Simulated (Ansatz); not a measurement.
Cu on the 1x1 (0001) surface of hcp Ru, one in a 2x2 cell, energies for each (25.7 Å²). Energies are against an atom of fcc Cu, without zero-point or thermal terms; each row is named by its start.

The numbers are results of PBE (plane waves to 420 eV, PAW; Ansatz, a quantum-chemistry and plane-wave program), not measurements.

Slab: 17 atoms, 6.3 Å thick at the start under the adsorbate (thin: gaps and levels are the slab's own); k 6x6x1, smearing 0.1 eV, dipole-corrected; 8 atoms held, the rest relaxed; each run with such symmetry as its start has; no spin, no spin-orbit, no U, no dispersion correction.

A negative adsorption energy means that the adsorbate is more stable on the surface than in its reference. Starts that drift may end in the same place. Heights count from the host atoms within 0.3 Å of the top one.

| starting site | E_ads (eV) | height (Å) | nearest host atom (Å) | bonded to | Δ work function (eV) | lateral drift (Å) |
|---|---|---|---|---|---|---|
| top Ru | 1.03 | 2.26 | Ru 2.32 | Ru | -1.17 | 0.0 |
| hollow Ru-Ru-Ru | 0.44 | 1.97 | Ru 2.54 | 3 Ru | -1.02 | 0.0 |
| hollow Ru-Ru-Ru over Ru at depth 2.1 Å | 0.41 | 1.94 | Ru 2.53 | 3 Ru | -0.98 | 0.0 |
| bridge Ru-Ru (span 2.7 Å) | 0.41 | 1.94 | Ru 2.53 | 3 Ru | -0.98 | 0.8 |
